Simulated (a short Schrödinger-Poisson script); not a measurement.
System: symmetric double-gate stack, SiO2 on p-type Si(110), at 300 K.

| layer | material | thickness (nm) | Na (cm⁻³) |
|---|---|---|---|
| 1 | SiO2 | 1.3 | - |
| 2 | Si | 4 | 2e15 |
| 3 | SiO2 | 1.3 | - |

The device is made up for the run: typed textbook-type constants, with dimensions and the other settings drawn at random. SiO2: permittivity 3.9, conduction-band edge (eV) 3.15, gap (eV) 9, electron mass (mₑ) 0.5. Si: permittivity 11.7, conduction-band edge (eV) 0, gap (eV) 1.124, Nv at 300 K (cm⁻³) 3.1e19.

Channel valleys (confinement mass, in-plane density-of-states mass, number): Δ4 0.315, 0.324, 4; Δ2 0.19, 0.417, 2. At the gates, both at one voltage, the conduction-band edge of layer 1 lies 3.74 eV − eVg above the Fermi level of the channel. Gaps are held at their typed values at every temperature. Mesh 0.03 nm at interfaces.

Solved with a short Schrödinger-Poisson script written for these runs: 1D Poisson equation in equilibrium, electrons classical, Boltzmann, parabolic valleys, classical holes, full ionisation, no traps, pinning or gate leakage.

The same stack at other levels of the model or other numerical settings:

```
run                                          sheet density of all electrons at Vg = 1.3 V (cm⁻²)  sheet density of all electrons at Vg = 0.7 V (cm⁻²)  capacitance of both gates at Vg = 1.3 V (μF/cm²)  gate voltage at 1e11 electrons/cm² (V)  rough cost against the base
-------------------------------------------  ---------------------------------------------------  ---------------------------------------------------  ------------------------------------------------  --------------------------------------  ---------------------------
base                                                                                     2.13e13                                              3.96e12                                              4.91                                    0.47                      about 1
electrons treated as classical, Fermi-Dirac                                              2.02e13                                              3.86e12                                              4.57                                    0.47                            2
electrons treated as quantum, Hartree                                                    1.69e13                                              2.57e12                                              4.06                                    0.52                           30
mesh six times as coarse                                                                 2.08e13                                              3.89e12                                              4.79                                    0.47                      about 1
```

The classical rows ignore confinement, and Boltzmann statistics overrate the density once the band edge passes the Fermi level.
